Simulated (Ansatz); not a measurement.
The starting structures come from a database of crystals and need not be the phases stable at ambient conditions.

Given:

```xyz
12
Lattice="5.5934 0.0000 0.0000 2.7967 9.3094 0.0000 2.7967 0.0000 2.7967" Properties=species:S:1:pos:R:3 pbc="T T T"
Li     6.9917     4.6547     1.3983
Li     4.1950     4.6547     1.3983
Ca     0.0000     0.0000     0.0000
Ta     5.5934     7.2339     0.0000
Ta     2.7967     2.0754     0.0000
O      6.9917     7.4540     1.3983
O      4.1950     1.8554     1.3983
O      4.1950     7.4540     1.3983
O      6.9917     1.8554     1.3983
O      2.7967     3.9809     0.0000
O      5.5934     5.3285     0.0000
O      2.7967     0.0000     0.0000
```

Space group of this cell: I4/mmm. The cell is taken as given; by r2SCAN its mean pressure is -5.6 GPa.

Transport runs along the normal of the first two printed cell vectors, the (110) plane of the conventional cell.

The gap is the functional's own. No spin-orbit coupling. Mid-gap values are interpolated on the energy grid.

Problem. Give the band gap and the smallest decay constant κ at mid-gap that Ansatz (a quantum-chemistry and plane-wave program) with r2SCAN yields.

Solution. Gap 2.63 eV on a 12×12×12 mesh; κ = 0.255 1/Å, at the zone centre.
